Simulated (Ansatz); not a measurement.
Consider CdI₂ (space group P-3m1, No. 164; a = 4.242 Å, c = 20.501 Å; layered, stacked along the Cartesian z axis).

Method: PBE-D3(BJ) (Ansatz, a first-principles code; PAW; 420 eV plane waves; scalar-relativistic without spin-orbit coupling).

Base values:

- c/a ratio = 4.833
- Lattice parameter a = 8.016 bohr

Perturbation: cell and atoms relaxed at a pressure of 45 GPa.

Estimate the effect on the c/a ratio and lattice parameter a.

The c/a ratio grows by 0.433 (4.833 → 5.266); the lattice parameter a drops by 1.500 bohr to 6.516 bohr.

Load acts through the strain it causes; cell and atoms are relaxed under it. No phonon test of stability was made. Competing high-pressure phases were not computed.
